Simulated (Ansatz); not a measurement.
The reference is Cu in the fcc (Cu type) structure (space group Fm-3m, No. 225; a = 3.5768 Å; relaxed with 0.1 eV smearing). Axes: x, y, z lie along the cube axes.

The values are results of Ansatz (an electronic-structure program) r2SCAN, without spin-orbit coupling, not measurements.

It is then changed as follows: an isotropic linear strain of +2.00 %; the atoms relax in the strained cell.

Question: Predict the stress tensor and what it implies for the stiffness.

Answer: Stress of the strained cell less that of the base (GPa, compression positive):
```
   -8.3     0.0     0.0
    0.0    -8.3     0.0
    0.0     0.0    -8.3
```

Then B = −ΔP/(ΔV/V₀) with ΔV/V₀ = 0.0612 gives secant stiffness values (nonlinear terms included at this strain): B ≈ 136 GPa.

As a check, the harmonic strain energy −½ V₀ Δσ:ε is 18 meV/atom; the computed energy rise is 19 meV/atom.

Stability against distortions was not tested. All final runs are without spin polarisation.
